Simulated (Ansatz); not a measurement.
## Worked example: self-consistent single point of Cu₃Sn (P3m1, 8 atoms in the cell) in Ansatz

Method of the run: PBEsol, default PAW files made with PBE (plane waves; Ansatz, a program for electronic structure).

Input:

Ansatz 0.2 input:
```yaml
# Cu3Sn
crystal:
  lattice:
    - [5.53432400, 0.00000000, 0.00000000]
    - [-2.76716200, 4.79286500, 0.00000000]
    - [0.00000000, 0.00000000, 4.29405300]
  atoms:
    - { symbol: Cu, position: [0.15577000, 0.84423000, 0.75000000] }
    - { symbol: Cu, position: [0.84423000, 0.15577000, 0.25000000] }
    - { symbol: Cu, position: [0.31154000, 0.15577000, 0.25000000] }
    - { symbol: Cu, position: [0.68846000, 0.84423000, 0.75000000] }
    - { symbol: Cu, position: [0.15577000, 0.31154000, 0.75000000] }
    - { symbol: Cu, position: [0.84423000, 0.68846000, 0.25000000] }
    - { symbol: Sn, position: [0.33333300, 0.66666700, 0.26164400] }
    - { symbol: Sn, position: [0.66666700, 0.33333300, 0.75000000] }
basis:
  ecutwfc: 420.0
kpoints:
  mp_grid: { grid: [5, 5, 6] }
hamiltonian:
  xc: pbesol
  pseudopotentials: { kind: paw }
scf:
  occupations: { method: fermi_dirac, width: 0.1 }
output:
  forces: true
  eigenvalues: true
  stress: true
```

The program printed (abridged):

```
WARN the atoms were moved onto the symmetric positions of the space group found under crystal.symmetry.tolerance 1.0e-5 (fractional …
WARN ansatz: RAYON_NUM_THREADS=1 ignored (pool sized by the plan → 1); use --threads N
Pseudopotentials: kind: paw
Pseudopotential: Cu, paw, valence charge 19
Pseudopotential: Sn, paw, valence charge 14
Crystal: 8 atoms, lattice volume = 113.901 Å³
Basis set: ecut = 420 eV, 2247 PW (Γ), exchange–correlation on 80×80×60 points (8 copies of the dense FFT grid, shifted against one another)
Bands: 86, of which v1, the nominal top of the filled ones, is band 71 counted from 1 (70 counted from 0)
Symmetry: 6 space group operations
Space group: P3m1 (ITA 156), of the structure as read, at distance tolerance 4.8e-5 Å
k-points: 24 of 150 (time reversal used)
PAW frozen core: Cu, regenerated for the run's functional, and the local potential with it
PAW frozen core: Sn, regenerated for the run's functional, and the local potential with it
Initial density: superposition of atomic densities (neutral atoms: chi_scale 0, normalization atom), corrected by the library's trained network
Initial wavefunctions: pseudopotential atomic-orbital guess
Eigensolver: davidson
Functional: x = pbesol(κ = 0.804, μ = 0.12345679012345678), c = pbesol(β = 0.046)
SCF iter   1: F=—  HF=-51432.380905 eV  |F-HF|=—  |Δ(HF+E_count)|=         —  Δρ=1.48e-2  dr2=1.33e-1  ethr=1.77e-3  ⟨swp⟩=5.1  Hψ=7239  notcnv=0  defer=75
all-band conjugate gradients solve this SCF's bands
preconditioner: auto → Kerker (q_TF=auto, 2.830 Å⁻¹)
SCF iter   2: F=—  HF=-51432.352228 eV  |F-HF|=—  |Δ(HF+E_count)|=   2.87e-2  Δρ=1.83e-3  dr2=2.61e-3  ethr=9.39e-5  ⟨swp⟩=2.0  Hψ=3387  notcnv=0  defer=127
SCF iter   3: F=—  HF=-51432.350835 eV  |F-HF|=—  |Δ(HF+E_count)|=   1.39e-3  Δρ=1.72e-3  dr2=2.47e-3  ethr=1.84e-6  ⟨swp⟩=2.1  Hψ=3018  notcnv=0  defer=127
SCF iter   4: F=—  HF=-51432.350029 eV  |F-HF|=—  |Δ(HF+E_count)|=   8.05e-4  Δρ=1.91e-4  dr2=8.22e-5  ethr=1.74e-6  ⟨swp⟩=2.8  Hψ=3106  notcnv=0  defer=127
SCF iter   5: F=—  HF=-51432.350059 eV  |F-HF|=—  |Δ(HF+E_count)|=   2.94e-5  Δρ=9.13e-5  dr2=1.93e-5  ethr=5.79e-8  ⟨swp⟩=2.0  Hψ=2758  notcnv=0  defer=127
SCF iter   6: F=—  HF=-51432.350054 eV  |F-HF|=—  |Δ(HF+E_count)|=   4.79e-6  Δρ=2.58e-5  dr2=1.82e-6  ethr=1.36e-8  ⟨swp⟩=2.1  Hψ=2810  notcnv=0  defer=127
SCF iter   7: F=—  HF=-51432.350054 eV  |F-HF|=—  |Δ(HF+E_count)|=   1.44e-7  Δρ=1.09e-5  dr2=1.88e-7  ethr=1.29e-9  ⟨swp⟩=2.0  Hψ=3065  notcnv=0  defer=127
SCF iter   8: F=-51432.350054 eV  HF=-51432.350054 eV  |F-HF|=5.54e-8  |Δ(HF+E_count)|=   3.20e-8  Δρ=7.10e-6  dr2=3.83e-8  ethr=7.04e-11  ⟨swp⟩=9.4  Hψ=9205  notcnv=0
SCF 1 converged in 8 iterations: F = -51432.350054 eV  dr2 = 3.83e-8
SCF converged after 8 iterations
Free energy (F): -51432.350054 eV
Harris-Foulkes:  -51432.350054 eV  (|F-HF|=5.54e-8)
Internal energy: -51432.293537 eV  (E = F + TS)
E sigma→0 (E₀):  -51432.321795 eV
Entropy (-TS):   -0.056517 eV (-7.065 meV/atom)
Fermi energy:    15.949755 eV
--- Per-component energies (eV) ---
  E_band       = -2299.680294
  E_kinetic    = 2179.562879
  E_local      = -27860.519642  (includes V_loc(G=0)·N_el)
  E_nonlocal   = 2306.173459
  E_hartree    = 12701.979945
  E_xc         = -1291.038605
  E_vxc        = -884.751697  (∫ρ·V_xc dr)
  E_paw        = -17909.655541  (= ΣΔE_a)
  E_vpaw       = -3444.107699  (= ΣTr[D̂ρ^β])
  E_aug_tail   = 0.001469  (compensation charges beyond the density's cutoff)
  E_ewald      = -21560.604393
  E_core_change = 1.806893  (= ΣΔE_core)
  E_smearing   = -0.056517  (= −TS)
  E_closure    = -0.000000  (closes the sum)
  Σ components = -51432.350054   (vs F -51432.350054, Δ=0.00e0)
--- Forces (eV/Å), atoms counted from 1 ---
  atom   1  Cu    -0.04150857     0.02396498     0.10921592
  atom   2  Cu     0.03305425    -0.01908388    -0.01032755
  atom   3  Cu    -0.03305425    -0.01908388    -0.01032755
  atom   4  Cu     0.04150857     0.02396498     0.10921592
  atom   5  Cu    -0.00000000    -0.04792997     0.10921592
  atom   6  Cu    -0.00000000     0.03816776    -0.01032755
  atom   7  Sn    -0.00000000     0.00000000    -0.32430588
  atom   8  Sn     0.00000000    -0.00000000     0.02764532
  max |Σ_I F_I| component: 4.53e-6 eV/Å
--- Stress (GPa, compression-positive) ---
       -3.378302      -0.000000       0.000000
        0.000000      -3.378302       0.000000
        0.000000       0.000000      -4.260233
  P = ⅓ Tr σ = -3.6723 GPa (-36.723 kbar)
  The stress holds the Pulay correction. Without it, at fixed plane waves, as pw.x and ABINIT print it: P = -3.7728 GPa
--- Band table (eV; the first three rows and the last of 24) ---
  k-point 0: bands = ["-96.6070", "-96.6021", "-96.6021", "-96.6001", "-96.5984", "-96.5984", "-54.1791", "-54.1611", "-54.1611", "-54.1574", "-54.1574", "-54.1496", "-54.1496", "-54.1475", "-54.1332", "-54.1332", "-54.1296", "-54.1281", "-54.1220", [...]
  k-point 1: bands = ["-96.6065", "-96.6019", "-96.6019", "-96.6005", "-96.5986", "-96.5986", "-54.1759", "-54.1667", "-54.1667", "-54.1543", "-54.1543", "-54.1491", "-54.1491", "-54.1462", "-54.1333", "-54.1311", "-54.1311", "-54.1293", "-54.1212", [...]
  k-point 2: bands = ["-96.6054", "-96.6017", "-96.6015", "-96.6015", "-96.5991", "-96.5991", "-54.1697", "-54.1697", "-54.1673", "-54.1618", "-54.1618", "-54.1427", "-54.1423", "-54.1399", "-54.1399", "-54.1328", "-54.1298", "-54.1298", "-54.1202", [...]
  k-point 23: bands = ["-96.6041", "-96.6023", "-96.6015", "-96.6012", "-96.5997", "-96.5994", "-54.1682", "-54.1675", "-54.1664", "-54.1656", "-54.1567", "-54.1509", "-54.1409", "-54.1391", "-54.1336", "-54.1325", "-54.1322", "-54.1313", [...]
```

The run converged in 8 iterations.

The starting cell comes from a database of computed structures (which also holds hypothetical and non-ambient phases and stackings), without a prior relaxation at this level. Its lattice was rescaled by up to half a per cent. One atom was moved a little off its site on purpose. Spin polarisation is off. With a pressure of about -4 GPa the cell is away from its equilibrium volume at this level. Ansatz's pressure includes its estimate of the finite-basis (Pulay) stress.
